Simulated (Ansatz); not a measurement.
```
CELL_PARAMETERS angstrom
      0.00000     2.82931     2.82931
      2.82931     0.00000     2.82931
      2.82931     2.82931     0.00000
ATOMIC_POSITIONS crystal
  Ga 0.00000 0.00000 0.00000
  As 0.25000 0.25000 0.25000
```

Level of theory: PBE with spin-orbit coupling, rigid bands (plane waves, PAW; Ansatz, a quantum-chemistry and plane-wave program). Cell: cell and atoms relaxed with PBEsol.

Task: What conductivity effective mass do dilute holes have at 300 K?

Result: 0.41 mₑ.

Task: Predict the electron conductivity mass (n e² τ/σ) at 300 K, by direction if it differs.

Result: 0.035 mₑ.

Task: And the band gap?

Result: 0.39 eV at this level; semilocal functionals usually fall short of the measured gap.

Rigid bands, one relaxation time for all states, no polarons. Geometry: cell and atoms relaxed with PBEsol.
